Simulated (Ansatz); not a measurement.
**CuI (P-3m1, No. 164, 4 atoms in the cell; start mp-570081; a measured phase of this formula has another space group)**

Calculation: LDA (plane waves, PAW; Ansatz, a quantum-chemistry and plane-wave program).

Settings: plane-wave cutoff 520 eV, 12×12×6 k mesh (along the axes of the cell as run), Fermi–Dirac smearing 0.01 eV, no spin polarisation, scalar-relativistic PAW data made under PBE.

Cell (relaxed at this level):

CuI is modelled in the trigonal space group P-3m1 (No. 164), Pearson symbol hP4. Cell: a = 4.0075 Å, b = 4.0075 Å, c = 7.0148 Å, α = 90.00°, β = 90.00°, γ = 120.00°. Cu on 2d sees 4 I at 2.536–2.613 Å (tetrahedral). I on 2d sees 4 Cu at 2.536–2.613 Å. (Neighbours: up to the widest gap in distance over summed covalent radii, below 1.35, at either atom; cation-cation and far metal-metal contacts left out.)

band gap: 1.57 eV

Spin–orbit coupling is not included; with these elements it can move the gap by several tenths of an eV or more.

The computed numbers hold no vibrational or temperature effects.

A start named mp-… is a Materials Project structure, which need not be a measured phase.
